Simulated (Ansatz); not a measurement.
For YAl3 (P6₃/mmc, No. 194; cell taken from a computed entry), LDA in Ansatz (PAW) gives:

```
Item                   Value
-------------------  -------
lattice constant a   6.157 Å
lattice parameter c  4.549 Å
```

Task: What does r²SCAN (Ansatz, a first-principles code, PAW) give for the same quantities?

Result: 
- lattice constant a: 6.291 Å (increases by 2.2 %)
- lattice parameter c: 4.580 Å (grows by 0.7 %)

Changes are worked out from the printed values.

Unless a cell is named, each level is at its own relaxed cell (LDA 18.67, r²SCAN 19.62 Å³/atom).

The crystal itself was run without spin with LDA, r²SCAN; a magnetic state was not tried in these runs.

Caveats: the relaxation could not lower the start's symmetry, so the cell can be a saddle point above a distorted one (LDA, r²SCAN). Ansatz's density-functional and Hartree–Fock values are scalar-relativistic unless marked +SOC, with PAW data made under PBE.
